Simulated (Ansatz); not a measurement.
Take TiB₂ (space group P6/mmm, No. 191; a = 3.017 Å, c = 3.185 Å) as the base. Axes: x lies along a and z along c of the hexagonal cell.

Level of theory: DFT with PBEsol, PAW potentials and a 420 eV plane-wave cutoff in Ansatz (a first-principles code), without spin-orbit coupling.

Strains are applied to the cell and any free atomic positions relax; under biaxial strain the out-of-plane vector relaxes too.

One change was made to it. Results:

| quantity | base | after |
|---|---|---|
| pressure (mean of the normal stresses, compression positive) | 0.0 GPa | -12.4 GPa |
| volume per atom | 8.37 Å³ | 8.76 Å³ |
| band gap | zero | zero |

Task: Which of these changes matches the shifts?
(A) biaxial strain −1.00 %, plane normal [001], relaxed out of plane
(B) biaxial strain +3.00 %, plane normal [001], relaxed out of plane
(C) biaxial strain +1.50 %, plane normal [001], relaxed out of plane
(D) biaxial strain −2.50 %, plane normal [001], relaxed out of plane

Result: B, biaxial strain +3.00 %, plane normal [001], relaxed out of plane. For comparison, the pressure in the other runs: biaxial strain −2.50 %, plane normal [001], relaxed out of plane gives 12.8 GPa; biaxial strain +1.50 %, plane normal [001], relaxed out of plane gives -6.5 GPa; biaxial strain −1.00 %, plane normal [001], relaxed out of plane gives 4.8 GPa.

A case with no gap was solved on a k-mesh chosen for an insulator, which is coarse for it. Without a gap, meshes like the base's 13×13×10 leave anisotropic stresses uncertain by several tenths of a GPa, and small strain energies with them. Stability against distortions was not tested. All final runs are without spin polarisation.
